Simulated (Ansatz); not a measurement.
For PdAl₂ (Fm-3m), PBEsol, DFPT electron-phonon coupling, linearised Boltzmann equation run with Ansatz (a program for electronic structure) gives a transport coupling λ_tr = 0.381 and a Drude plasma energy ħω_p = 8.31 eV.

### Question
Estimate the resistivity at 300 K from the high-temperature formula ρ = 2π λ_tr k_B T / (ħ ε₀ ω_p²), and say how the full Boltzmann solution compares.

### Answer
The scattering rate is 1/τ = 2π λ_tr k_B T/ħ = 9.40e13 s⁻¹ and ω_p = 1.26e16 s⁻¹, so ρ ≈ 6.66 μΩ·cm. The Boltzmann solution gives 6.19 μΩ·cm, 0.93 times the estimate.

A metal at this level (no band gap). Only scattering by harmonic phonons is included (no impurities, grain boundaries, electron-electron scattering or thermal expansion). Spin-orbit coupling is left out. The run warned that the eigensolver left some states short of its tolerance. Halving the electron mesh (24x24x24) moves the resistivity by up to 4 % at 300 K, the coupling by up to 2 %. Smearing 0.20 eV; phonons on a 4x4x4 q mesh, which this run doesn't test.

Computed structure with no diffraction record at hand here (it may be known, metastable or hypothetical): PdAl2 (Fm-3m).
